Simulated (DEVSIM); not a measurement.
Device: abrupt Si p-n junction, at 300 K.

Layer 1 from the left is Si, thickness (μm) 10.0, Na (cm⁻³) 6e17, τn (s) 7.6e-6, τp (s) 7.6e-6. Layer 2 from the left is Si, thickness (μm) 13.0, Nd (cm⁻³) 1e17, τn (s) 7.6e-6, τp (s) 7.6e-6.

Left contact: ohmic. Right contact: ohmic. Voltage is applied to the left contact. Recombination: SRH at mid-gap, radiative, Auger. Mobility is μmin + (μ − μmin)/(1 + (N/Nref)^α).

The device is made up for the run: typed textbook-type constants, with dimensions and the other settings drawn at random. Values at 300 K.

Si: gap (eV) 1.124, affinity (eV) 4.05, permittivity 11.7, Nc (cm⁻³) 2.86e19, Nv (cm⁻³) 3.1e19, μn (cm²/Vs) 1417, μp (cm²/Vs) 470, μn,min 52, μp,min 45, Nref,n 9.7e16, Nref,p 2.2e17, αn 0.68, αp 0.72, B (cm³/s) 4.7e-15, Cn (cm⁶/s) 2.8e-31, Cp (cm⁶/s) 9.9e-32.

Q: Estimate by hand the built-in potential, the peak field at zero bias, and compare with a numerical solution.

A: 
- Built-in potential: ni = √(Nc Nv) exp(−Eg/2kT) = 1.08e10 cm⁻³ with Eg = 1.124 eV; Vbi = kT/q ln(Na Nd/ni²) = 0.876 V; numerical 0.876 V.
- Peak field at zero bias: depletion approximation: W = √(2εVbi/(qN)) = 0.115 μm with N = 8.57e16 cm⁻³; field = 2Vbi/W = 152000 V/cm; numerical 148000 V/cm (estimate above by 3.0 %).

DEVSIM, 1D drift-diffusion, Boltzmann statistics, complete ionisation; no tunnelling, impact ionisation, image-force lowering or self-heating.
